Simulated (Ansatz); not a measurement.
# A computed series for Ru: response to strain

Base system: Ru in the hcp (Mg type) structure (space group P6_3/mmc, No. 194; relaxed with 0.1 eV smearing).

```
CELL_PARAMETERS angstrom
      2.70429     0.00000     0.00000
     -1.35214     2.34198     0.00000
      0.00000     0.00000     4.26291
ATOMIC_POSITIONS crystal
  Ru 0.66667 0.33333 0.75000
  Ru 0.33333 0.66667 0.25000
```

Cartesian axes are those of the cell as printed.

Strains are applied to the cell and any free atomic positions relax; under biaxial strain the out-of-plane vector relaxes too.

Computed with r2SCAN (Ansatz, an electronic-structure program; PAW; 500 eV plane waves; no spin-orbit coupling).

```json
[
 {"biaxial strain, plane normal [001], relaxed out of plane (%)": "-3", "out-of-plane strain (%)": "1.66"},
 {"biaxial strain, plane normal [001], relaxed out of plane (%)": "-2.5", "out-of-plane strain (%)": "?"},
 {"biaxial strain, plane normal [001], relaxed out of plane (%)": "-2", "out-of-plane strain (%)": "1.10"},
 {"biaxial strain, plane normal [001], relaxed out of plane (%)": "-1.5", "out-of-plane strain (%)": "0.82"},
 {"biaxial strain, plane normal [001], relaxed out of plane (%)": "-1", "out-of-plane strain (%)": "0.55"},
 {"biaxial strain, plane normal [001], relaxed out of plane (%)": "-0.5", "out-of-plane strain (%)": "0.27"},
 {"biaxial strain, plane normal [001], relaxed out of plane (%)": "0", "out-of-plane strain (%)": "0.00"}
]
```

Fit ε⊥ = −νε + γε² (strains in %) to the rows shown and predict the withheld row.

Least squares on the printed values gives ν = 0.54 (the biaxial Poisson response) and γ = 0.003 (largest residual 0.00 %); this predicts 1.38 %, and the run gives 1.38 %, in agreement.

No phonon test of stability was made. All final runs are without spin polarisation.
